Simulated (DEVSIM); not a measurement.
System: abrupt CdTe p-n junction, at 300 K.

```
layer (left to right)  material  thickness (μm)  Nd (cm⁻³)  Na (cm⁻³)  τn (s)  τp (s)
---------------------  --------  --------------  ---------  ---------  ------  ------
1                          CdTe            1.30          -     5.1e16  6.7e-9  6.7e-9
2                          CdTe            3.30     1.9e17          -  6.7e-9  6.7e-9
```

Left contact: ohmic. Right contact: ohmic. Voltage is applied to the left contact. Recombination: SRH at mid-gap, Auger. Mobility is μmin + (μ − μmin)/(1 + (N/Nref)^α).

The device is made up for the run: typed textbook-type constants, with dimensions and the other settings drawn at random. Values at 300 K; Nc and Nv go as T^1.5, mobilities as T to minus their exponent, the gap by Varshni's rule with the affinity fixed.

| parameter | CdTe |
|---|---|
| gap (eV) | 1.5 |
| affinity (eV) | 4.28 |
| permittivity | 10.2 |
| Nc (cm⁻³) | 8e17 |
| Nv (cm⁻³) | 1.8e19 |
| μn (cm²/Vs) | 1000 |
| μp (cm²/Vs) | 80 |
| μn,min | 100 |
| μp,min | 10 |
| Nref,n | 1e17 |
| Nref,p | 1e17 |
| αn | 0.6 |
| αp | 0.6 |
| T exponent of μn | 1.7 |
| T exponent of μp | 1.5 |
| Cn (cm⁶/s) | 1e-30 |
| Cp (cm⁶/s) | 1e-30 |
| Varshni α (eV/K) | 0.00031 |
| Varshni β (K) | 108 |

Model (solved in DEVSIM): 1D drift-diffusion, Boltzmann statistics, complete ionisation; no tunnelling, impact ionisation, image-force lowering or self-heating.

Base results: largest field in the device at zero bias (V/cm) 130000; dark forward voltage at 100 A/cm² (V) 1.220; potential step across the device at zero bias (V) 1.311; dark forward voltage at 1 A/cm² (V) 1.094.

Q: What follows from this one change: doping Na of layer 1 5.1e+16 → 5.1e+17 cm^-3?

A: largest field in the device at zero bias 130000 → 250000 V/cm; dark forward voltage at 100 A/cm² 1.220 → 1.285 V; potential step across the device at zero bias 1.311 → 1.371 V; dark forward voltage at 1 A/cm² 1.094 → 1.159 V.

Q: What follows from this one change: temperature 300 → 450 K?

A: largest field in the device at zero bias 130000 → 120000 V/cm; dark forward voltage at 100 A/cm² 1.220 → 0.997 V; potential step across the device at zero bias 1.311 → 1.125 V; dark forward voltage at 1 A/cm² 1.094 → 0.806 V.

Q: What follows from this one change: constant mobility in place of the doping-dependent one?

A: largest field in the device at zero bias little changed (130000 V/cm); dark forward voltage at 100 A/cm² 1.220 → 1.206 V; potential step across the device at zero bias little changed (1.311 V); dark forward voltage at 1 A/cm² 1.094 → 1.083 V.
